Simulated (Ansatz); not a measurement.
The starting structures come from a database of crystals and need not be the phases stable at ambient conditions.

Tunnelling through a barrier is set by its complex band structure: the current falls as exp(−2κd) with the smallest κ.

Here is the system:

```
O2Si
1.0
    4.11412     0.00000     0.00000
    0.00000     4.52716     0.00000
    0.00000     0.00000     4.92881
Si O
4 8
Direct
  0.50000   0.75000   0.34769
  0.50000   0.25000   0.65231
  0.00000   0.25000   0.15231
  0.00000   0.75000   0.84769
  0.73090   0.57997   0.61758
  0.26910   0.42003   0.38242
  0.76910   0.07997   0.88242
  0.23090   0.92003   0.11758
  0.23090   0.42003   0.88242
  0.76910   0.57997   0.11758
  0.26910   0.92003   0.61758
  0.73090   0.07997   0.38242
```

Space group of this cell: Pbcn. The cell is strained (lengths along the current scaled by 0.97, ions clamped).

Transport runs along the normal of the first two printed cell vectors.

No gap correction and no spin-orbit coupling; mid-gap values are interpolated between computed energies.

### Question
Compute, with Ansatz (a program for electronic structure) with r2SCAN, the band gap and the smallest decay constant κ at mid-gap.

### Answer
Gap 6.83 eV on a 8×8×6 mesh; κ = 0.420 1/Å, at the zone centre.
